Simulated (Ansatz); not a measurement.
```yaml
crystal:
  lattice:
    - [0.00000, 2.83796, 2.83796]
    - [2.83796, 0.00000, 2.83796]
    - [2.83796, 2.83796, 0.00000]
  atoms:
    - { symbol: Ge, position: [0.50000, 0.50000, 0.50000] }
    - { symbol: Ge, position: [0.75000, 0.75000, 0.75000] }
```

Calculation: HSE06, rigid bands (plane waves, PAW, scalar-relativistic; Ansatz, a program for electronic structure). How the cell was made: cell and atoms relaxed with PBEsol.

### Question
What conductivity effective mass do dilute electrons have at 300 K?

### Answer
0.121 mₑ.

### Question
And the band gap?

### Answer
0.77 eV at this level.

Rigid bands, one relaxation time for all states, no polarons. Spin-orbit coupling is left out; where it splits the top of the valence band it changes the hole mass and lowers the gap by about a third of the splitting. Geometry: cell and atoms relaxed with PBEsol.
